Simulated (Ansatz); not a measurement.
# Effective masses and thermopower of BN (R3m)

Given:

```
BN
1.0
    0.07199     1.86813     1.86813
    1.86813     0.07199     1.86813
    1.86813     1.86813     0.07199
B N
1 1
Direct
  0.99935   0.99935   0.99935
  0.25065   0.25065   0.25065
```

Computed with r2SCAN, rigid bands (plane waves, PAW, scalar-relativistic; Ansatz, a program for electronic structure). Condition of this run: uniaxial stress along [111] of -45 GPa (compression positive) (the target of the relaxation). Cell: cell and atoms relaxed with PBEsol, then loaded as said.

| Quantity | Result |
|---|---|
| band gap | 4.81 eV |
| electron conductivity mass (300 K, dilute) | 0.39 mₑ |
| hole conductivity mass (300 K, dilute) | 0.69 mₑ |
| effective density of states N_c (300 K) | 2.2e19 cm⁻³ |
| effective density of states N_v (300 K) | 4.8e19 cm⁻³ |
| density-of-states mass, electrons | 0.91 mₑ |
| density-of-states mass, holes | 1.55 mₑ |
| Seebeck coefficient, n-type 1e19 cm⁻³, 300 K | -285 μV/K |
| best n-type power factor at 300 K for τ = 10 fs (best axis; densities from 1e16 to 1e21 cm⁻³ tried, whether or not they can be reached) | 9.3 μW/(cm·K²) at 1e20 cm⁻³ |
| Seebeck coefficient, p-type 1e19 cm⁻³, 300 K | 354 μV/K |

Rigid bands; masses and Seebeck coefficients take one relaxation time τ for all states and one kind of carrier; polarons and phonon drag are left out. Spin-orbit coupling is left out. Geometry: cell and atoms relaxed with PBEsol.
